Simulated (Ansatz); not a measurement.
**A computed series for W: element substitutions**

Start from W in the bcc (W type) structure (space group Im-3m, No. 229; a = 3.154 Å).

Each row replaces one element on all its sites; cell and atoms are relaxed.

The values are results of PBEsol (Ansatz, a quantum-chemistry and plane-wave program, PAW, no spin-orbit coupling), earlier PAW set, not measurements.

Before the change:

The lattice parameter a comes out as 3.154 Å.

Task: The aim is a lattice parameter a between 2.655 Å and 2.916 Å. Which of these changes reaches it?
A) W → Mo
B) W → Cr
C) W → Bi

Result: B, W → Cr. It gives 2.814 Å; W → Bi gives 3.918 Å; W → Mo gives 3.130 Å. Changes not listed may reach it too

Stability against distortions was not tested. For Bi in this form, whether it has been made was not checked. Seeded moments were not kept for W → Cr. The final runs are not spin-polarised. Real Cr is antiferromagnetic at low temperature and ambient pressure, an order that this cell doesn't hold. This is not the structure that Bi has at room temperature and ambient pressure.
